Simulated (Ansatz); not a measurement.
## Migration barriers: C vacancy in 2H silicon carbide, neutral cell

Consider C vacancy in 2H silicon carbide, neutral cell. The numbers are results of PBE, PAW (plane waves to 420 eV; Ansatz, a quantum-chemistry and plane-wave program), not measurements.

Cell of 72 host sites held at the relaxed PBE lattice; the Γ point alone; Fermi-Dirac width 0.01 eV, spin-restricted; finite-size errors left in. Energies are static. The host's phase is taken as given; its stability against other phases was not computed. The charge state is imposed; whether it is stable for some Fermi level was not computed. Forms of the defect that were not tried may lie lower.

Barriers: single points on a 2×2×2 k-point mesh shifted by half a step along c at the bands' geometries (they differ from the bands' own by up to 0.53 eV, and are uncertain by about as much).

| Route | Start site over the lowest site run (eV) | Hop (Å) | Forward barrier (eV) | Backward barrier (eV) | Neighbours at the start | Neighbours at the saddle | Saddle order | Forward, on the band's own sampling (eV) |
|---|---|---|---|---|---|---|---|---|
| one C atom jumps into the vacancy from a nearby C site | 0.00 | 3.01 | 3.28 | 3.28 | Si at 1.88, Si at 1.93, 2 Si at 1.95 Å | Si at 1.83, Si at 2.01, Si at 2.13, Si at 2.18, Si at 2.33 Å | not checked | 2.75 |

Paths come from nudged elastic bands with a climbing image.   A further band (one C atom jumps into the vacancy from a nearby C site, 2.95 Å) gave 3.36 eV forward on its own sampling, 3.36 eV above the lowest site run, but a shoulder points to a second hump between its images, so it is not taken as a result.
